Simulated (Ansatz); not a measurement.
The starting structures come from a database of crystals and need not be the phases stable at ambient conditions.

Evanescent states of RbLuO$_{2}$ (R-3m, not sure to be the ambient phase, 4 atoms a cell, 16.0 Å³ an atom, 2 GPa at this level) along the normal of (001)

All values below come from r2SCAN (plane waves, PAW; Ansatz, a first-principles code).

No gap correction and no spin-orbit coupling; mid-gap values are interpolated between computed energies.

Energies count from the valence-band top; κ is the least over a 12×12 mesh across the current.

| E (eV) | κ (1/Å) | where |
|---|---|---|
| 0.09 | 0.179 | Γ |
| 0.27 | 0.235 | Γ |
| 0.45 | 0.272 | Γ |
| 0.63 | 0.298 | Γ |
| 0.81 | 0.318 | Γ |
| 0.99 | 0.333 | Γ |
| 1.17 | 0.344 | Γ |
| 1.35 | 0.351 | Γ |
| 1.53 | 0.356 | Γ |
| 1.71 | 0.358 | Γ |
| 1.89 | 0.359 | Γ |
| 2.07 | 0.356 | Γ |
| 2.25 | 0.352 | Γ |
| 2.43 | 0.345 | Γ |
| 2.61 | 0.336 | Γ |
| 2.79 | 0.325 | Γ |
| 2.97 | 0.311 | Γ |
| 3.15 | 0.293 | Γ |
| 3.33 | 0.244 | off Γ |
| 3.51 | 0.177 | off Γ |
| 3.69 | 0.039 | off Γ |

### Question
How thick must the barrier be to attenuate the transmission by 10^6 when the electrodes' Fermi level lies at 1.17 eV, and what attenuation does that film give at 1.53 eV?

### Answer
d = 6 ln 10 / (2 × 0.344) = 20.1 Å. At 1.53 eV it gives 6 × 0.356/0.344 = 6.2 decades.
